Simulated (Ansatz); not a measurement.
How far PBE and PBEsol part for hypothetical diamond Os, uniaxial strain ε_yy = +4.73 %

The reference is Os in the diamond structure (space group Fd-3m, No. 227; a = 5.557 Å; a hypothetical phase, not in the database extracts checked; relaxed with 0.1 eV smearing). Axes: x, y, z lie along the cube axes.

(Cell as relaxed with PBE.)

Levels (all Ansatz, a program for electronic structure, PAW): PBE (420 eV, no SOC); PBEsol (420 eV, scalar-relativistic without spin-orbit coupling).

Each level relaxes its own structure.

```csv
base,PBE,PBEsol
volume per atom,21.45 Å³,20.82 Å³
lattice parameter a,5.557 Å,5.502 Å
band gap,zero,zero
```

Now apply this change: the cell is stretched by 4.73 % along y with no lateral relaxation; the atoms relax in the strained cell.

```tsv
quantity	PBE	PBEsol
stress (xx, yy, zz, yz, xz, xy; compression positive)	(-8.3, -9.6, -8.3, 0.0, 0.0, 0.0) GPa	[?]
energy relative to the base (free energy F)	+31 meV/atom	[?]
shortest interatomic distance	2.445 Å	[?]
```

What does PBEsol give?


- stress (xx, yy, zz, yz, xz, xy; compression positive), PBEsol: (-9.1, -10.3, -9.1, 0.0, 0.0, 0.0) GPa
- energy relative to the base (free energy F), PBEsol: +32 meV/atom
- shortest interatomic distance, PBEsol: 2.421 Å

PBE's energy relative to the base lies 1.3 meV/atom below PBEsol's; PBE's shortest interatomic distance lies 0.024 Å above PBEsol's (1.0 %). Neither level is exact; PBEsol is the comparison here, not a measurement.

No phonon test of stability was made. The final runs are not spin-polarised.
